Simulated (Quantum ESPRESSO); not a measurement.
Quantum ESPRESSO is run on Ir (Fm-3m, 1 atom in the cell), and the run fails. The aim is a zone-centre phonon calculation with DFT, PBE, plane waves, PseudoDojo standard norm-conserving (PBE) pseudopotentials.

The self-consistent step had converged with these keywords: prefix = (default); ecutwfc = 70 Ry; occupations = smearing; smearing = marzari-vanderbilt; degauss = 0.0073499 Ry; potentials = {Ir: Ir.upf}; K_POINTS = automatic 12 12 12 0 0 0; conv_thr = 1e-10 Ry; mixing_beta = 0.7. The next shown step is ph.x.

This input was run:

```fortran
phonons at the zone centre
&inputph
    outdir = './out'
    tr2_ph = 1.0d-14
    fildyn = 'dyn.G'
    epsil = .true.
/
0.0 0.0 0.0
```

Log, with long lists cut:

```
     Reading xml data from directory:

     ./out/pwscf.save/

     G-vector sticks info
     --------------------
     sticks:   dense  smooth     PW     G-vecs:    dense   smooth      PW
     Sum         517     517    163                 7943     7943    1459

     Reading collected, re-writing distributed wavefunctions in ./out/

 %%%%%%%%%%%%%%%%%%%%%%%%%%%%%%%%%%%%%%%%%%%%%%%%%%%%%%%%%%%%%%%%%%%%%%%%%%%%%%
     Error in routine phq_readin (1):
     no elec. field with metals
 %%%%%%%%%%%%%%%%%%%%%%%%%%%%%%%%%%%%%%%%%%%%%%%%%%%%%%%%%%%%%%%%%%%%%%%%%%%%%%

     stopping ...
```

Problem. From the messages shown, name the fault and mend the input.

Solution. The fault is the dielectric response asked with smeared occupations. The response to a homogeneous field is defined for insulators with fixed occupations. To fix it, drop the request, or use fixed occupations in an insulator. The program stopped in the step ph.x before computing anything there.

On the sound input: the starting cell comes from a database of computed structures (which also holds hypothetical and non-ambient phases and stackings), without a prior relaxation at this level. Its lattice was rescaled by a random factor within 2.5 % of one. Spin polarisation is off. With a pressure of about -11 GPa the cell is away from its equilibrium volume at this level.
